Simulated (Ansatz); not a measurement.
System: AlCl3 (C2/m, No. 12). Method: PBEsol-D3(BJ) in Ansatz (PAW).

Run with plane-wave cutoff 520 eV, 8×8×6 k mesh (along the axes of the cell as run), Fermi–Dirac smearing 0.01 eV, scalar-relativistic PAW data made under PBE.

Cell (relaxed at this level):

```
CELL_PARAMETERS angstrom
      5.07452     2.93173    -0.00001
      5.07452    -2.93173     0.00001
      0.00000    -1.90886    -5.69931
ATOMIC_POSITIONS crystal
  Al 0.83349 0.83349 0.00000
  Al 0.16651 0.16651 0.00000
  Cl 0.77962 0.22038 0.76601
  Cl 0.22038 0.77962 0.23399
  Cl 0.42465 0.92927 0.76844
  Cl 0.92927 0.42465 0.23156
  Cl 0.57535 0.07073 0.23156
  Cl 0.07073 0.57535 0.76844
```

Question: Give the computed band gap, direct gap at Γ, pressure derivative B′ of the bulk modulus and smallest direct gap on the k points sampled.

Answer: 
* **band gap**: 5.00 eV (indirect)
* **direct gap at Γ**: 5.52 eV
* **pressure derivative B′ of the bulk modulus**: 10.4
* **smallest direct gap on the k points sampled**: 5.09 eV

Note: the bulk modulus comes from volumes at which shape and atoms were relaxed.

It cost around 19 core-minutes (rough) of CPU time.

Ansatz is a first-principles code.
